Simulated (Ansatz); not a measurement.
## ScCuO2: energy against volume

ScCuO2 (P6_3/mmc, 12.531 Å³/atom and stress up to 0.01 GPa in the relaxed cell, c along z) under hydrostatic pressure, with the cell free. PBEsol in Ansatz, a plane-wave DFT program (PAW, default set), 420 eV, 12×12×3 Γ-centred mesh, Fermi-Dirac smearing 0.05 eV; ions are relaxed, or left where forces stay under 0.02 eV/Å, within the symmetry of each cell.

Here V stands for volume and E for E less E0.

```
volume (Å³/atom)  E less E0 (meV/atom)  pressure (GPa)
----------------  --------------------  --------------
12.7148                           1.17           -2.00
12.6211                           0.27           -1.00
12.5312                           0.00            0.00
12.4524                           0.21            0.90
12.3512                           1.15            2.10
12.1600                           5.07            4.50
11.8360                              ?               ?
```

Taking the third-order Birch-Murnaghan form, a cubic in V^(-2/3) for E over the 6 complete rows: With u = V^(-2/3) - 0.1860, the rows have u = -0.0024334, -0.0015260, -0.0006447, 0.0001364, 0.0011518, 0.0031085. Least squares gives E = 0.139 + 462.9·u + 362693·u² - 447634·u³. Residuals (row less fit): 0.003, -0.009, 0.009, 0.001, -0.003, 0.001; standard error 0.009 (degrees of freedom: 2). Its minimum lies at u = -0.0006374, so V0 = (0.1853626)^(-3/2) = 12.53. There d²E/du² = 727100 and d³E/du³ = -2686000, so B0 = (4/9) × 12.53^(-7/3) × 727100 × 0.160218 = 142 GPa (the last factor turns the table's units into GPa), and B0' = 4 + (2/3) × 0.1853626 × (-2686000)/727100 = 3.5. B0' rests on the cubic coefficient alone and has a standard error of 1.0 from these residuals.

### Question
Predict the withheld E at V = 11.8360 from the fit, and compare with the calculation.

### Answer
u = 0.0065440, so E = 0.139 + 462.9 × 0.0065440 + 362693 × 0.0065440² - 447634 × 0.0065440³ = 18.575 meV/atom. The calculation gives 18.64 meV/atom, 0.065 meV/atom above the prediction (0.3 % of the range of E in the table). The row lies outside the fitted rows, so this is an extrapolation. From the scatter of the fitted rows alone, a prediction at this place has a standard error of 0.193 meV/atom, so the miss is 0.3 times that.

The start is a measured cell from the literature; how it stands against other phases or cation orders wasn't checked. Other structures, which can take over under pressure, weren't tried. The same form fitted to the pressure column gives B0' = 3.9; series where the two differ by over 0.4 aren't shown. Rows are the converged runs of the series near zero and its far end, less any whose ions stayed unrelaxed beside relaxed ones; series whose fitted rows scatter by over a few per cent of the range, as at a crossing or softening among them, aren't shown in this form.
